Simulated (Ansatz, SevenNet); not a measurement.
For As (model structure, started from the lonsdaleite type, P6₃/mmc, No. 194, 4 atoms in the cell), the machine-learned potential SevenNet-0 (trained on PBE and PBE+U data) gives:

- lattice constant a: 4.606 Å
- c axis length: 5.765 Å

What does r²SCAN+rVV10 in Ansatz (PAW) give for the same quantities?


- lattice constant a: 4.565 Å (drops by 0.9 %)
- lattice parameter c: 5.707 Å (drops by 1.0 %)

Changes are worked out from the printed values.

Unless a cell is named, each level is at its own relaxed cell (SevenNet-0 26.49, r²SCAN+rVV10 25.75 Å³/atom).

Ansatz's density-functional and Hartree–Fock values are scalar-relativistic unless marked +SOC, with PAW data made under PBE.

A model structure was made by putting elements into a prototype or built by hand; it is no filed structure, need not be a known phase, and can be a saddle point held by its symmetry.

Ansatz is a first-principles code.
